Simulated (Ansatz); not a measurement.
# Elastic constant C12 of CsCl-type AuZn (cubic form, which distorts at low temperature) at several levels of theory

No measured value is used here.

```json
[
 {"level (code)": "LDA (Ansatz)", "value (GPa)": "156", "cell (Å³/atom)": "14.84"},
 {"level (code)": "PBE (Ansatz)", "value (GPa)": "115", "cell (Å³/atom)": "16.18"},
 {"level (code)": "PBEsol (Ansatz)", "value (GPa)": "140", "cell (Å³/atom)": "15.31"},
 {"level (code)": "r²SCAN (Ansatz)", "value (GPa)": "133", "cell (Å³/atom)": "15.61"}
]
```

Density-functional levels without +SOC have no spin–orbit coupling. LDA, PBE, PBEsol, r²SCAN: symmetry holds this phase in the static calculation, where it need not be a minimum. Each level is taken at its own relaxed cell. Cutoffs differ between the levels. Ansatz's density-functional and Hartree–Fock values are scalar-relativistic unless marked +SOC, with PAW data made under PBE.

Ansatz is an electronic-structure program.
